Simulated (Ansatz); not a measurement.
Problem. Name crystals whose resistivity at 300 K lies between 55 and 85 μΩ·cm and whose mean free path at 300 K lies between 2.8 and 4.4 nm, by PBEsol, DFPT electron-phonon coupling, linearised Boltzmann equation in Ansatz (a program for electronic structure).

Solution. Many crystals can fit; among those computed here:
- MoNiP (P-62m): 77 μΩ·cm, 2.8 nm
- Ca3GeN (Pm-3m): 68 μΩ·cm, 3.6 nm
- Ti6O (P-31m): 76 μΩ·cm, 3.2 nm
- TiSb (P6_3/mmc): 76 μΩ·cm, 3.4 nm

Metals; harmonic phonons alone scatter; means over directions. The mean free path is weighted by the current that each state carries. Halving the electron mesh moves these values by up to 9 %; q meshes are mostly untested. Spin-orbit coupling is left out.

Formula and space group known from diffraction (Crystallography Open Database), not checked to be the room-temperature form: Ca3GeN (Pm-3m), MoNiP (P-62m), Ti6O (P-31m), TiSb (P6_3/mmc). Treated as nonmagnetic (a ferromagnetic start lost its moment, other orders weren't tried): MoNiP (P-62m).
